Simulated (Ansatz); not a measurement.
## V2O5 (Pnma, No. 62, 28 atoms in the cell; start mp-25288)

The numbers are results of LDA (Ansatz, an electronic-structure program, PAW), not measurements.

Run with plane-wave cutoff 520 eV, 4×10×4 k mesh (along the axes of the cell as run), Fermi–Dirac smearing 0.01 eV, no spin polarisation, scalar-relativistic PAW data made under PBE.

Cell (relaxed with PBEsol):

V2O5 is taken in the orthorhombic space group Pnma (No. 62), Pearson symbol oP28. Cell: a = 10.0033 Å, b = 3.5539 Å, c = 10.2602 Å, α = β = γ = 90.00°. V1 on 4c is surrounded by 1 O at 1.572 Å and 3 O at 1.787–1.871 Å and 1 O at 2.014 Å. V2 on 4c sees 5 O at 1.577–1.989 Å. O1 on 4c is coordinated by 1 V at 1.577 Å. O2 on 4c is coordinated by 2 V at 1.880 Å and 1 V at 1.989 Å (trigonal planar). O3 on 4c has 2 V at 1.871 Å and 1 V at 2.014 Å. O4 on 4c sees 1 V at 1.572 Å. O5 on 4c has 2 V at 1.770–1.787 Å (bent). (Neighbours: up to the widest gap in distance over summed covalent radii, below 1.35, at either atom; cation-cation and far metal-metal contacts left out.)

```yaml
band_gap: 1.99 eV (indirect)
smallest_direct_gap_on_the_k_points_sampled: 2.11 eV
"Γ–Γ gap": 2.13 eV
```

Note: cell and atoms aren't relaxed at this level (largest force component 0.35 eV/Å, pressure -4.8 GPa).

It cost about 9 core-minutes (a rough figure) of CPU time.

A start named mp-… is a Materials Project structure, which need not be a measured phase.
